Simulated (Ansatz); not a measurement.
**TiC under a change: Cd on a Ti site**

The parent structure is a 24-atom supercell of TiC in the rock salt structure (space group Fm-3m, No. 225; a = 4.2933 Å) at its relaxed geometry.

It is then changed as follows: a neutral Cd on a Ti site, atoms relaxed at fixed cell, starting from a slightly rattled geometry.

All numbers come from PBEsol in Ansatz (plane waves to 420 eV, PAW, spin-orbit coupling left out). Settings: 7×5×7 k-points, 0.05 eV Fermi–Dirac smearing.

```tsv
quantity	base	changed	shift
mean distance from the defect site to its nearest host atoms	2.15 Å	2.26 Å	+0.11 Å
```

The cell is small, so the values are those of an ordered compound at a high defect concentration; dilute-limit values will differ. The final runs are not spin-polarised. The defect cell is not spin-polarised.

Ansatz is an electronic-structure program.
